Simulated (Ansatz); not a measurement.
Start from Tl in the hcp (Mg type) structure (space group P6_3/mmc, No. 194; a = 3.476 Å, c = 5.472 Å; relaxed with 0.1 eV smearing). Axes: x lies along a and z along c of the hexagonal cell.

Calculations: PBEsol (Ansatz, a quantum-chemistry and plane-wave program; PAW; 420 eV plane waves; without spin-orbit coupling).

Strains are applied to the cell and any free atomic positions relax; under biaxial strain the out-of-plane vector relaxes too.

One change was made to it. Results:

```csv
quantity,base,after
shortest interatomic distance,6.412 bohr,6.424 bohr
"pressure (mean of the normal stresses, compression positive)",0.0 GPa,0.1 GPa
```

### Question
Which of these changes matches the shifts?
A) biaxial strain +3.00 %, plane normal [001], relaxed out of plane
B) biaxial strain −0.50 %, plane normal [001], relaxed out of plane
C) biaxial strain −2.50 %, plane normal [001], relaxed out of plane

### Answer
B, biaxial strain −0.50 %, plane normal [001], relaxed out of plane. For comparison, the pressure in the other runs: biaxial strain +3.00 %, plane normal [001], relaxed out of plane gives -0.9 GPa; biaxial strain −2.50 %, plane normal [001], relaxed out of plane gives 0.7 GPa.

No phonon test of stability was made.
